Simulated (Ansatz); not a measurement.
Data:

```
CELL_PARAMETERS angstrom
      0.00000     3.16592     3.16592
      3.16592     0.00000     3.16592
      3.16592     3.16592     0.00000
ATOMIC_POSITIONS crystal
  Ba 0.00000 0.00000 0.00000
  S  0.50000 0.50000 0.50000
```

Level of theory: PBEsol with spin-orbit coupling, rigid bands (plane waves, PAW; Ansatz, a program for electronic structure). Condition of this run: spin-orbit coupling switched on. Cell: cell and atoms relaxed with PBEsol.

Q: What conductivity effective mass do dilute electrons have at 300 K?

A: 0.44 mₑ.

Q: What conductivity effective mass do dilute holes have at 300 K?

A: 0.91 mₑ.

Q: And the band gap?

A: 1.99 eV at this level; semilocal functionals usually fall short of the measured gap.

Rigid bands, one relaxation time for all states, no polarons.

Formula and space group known from diffraction (Crystallography Open Database), not checked to be the room-temperature form: BaS (Fm-3m).
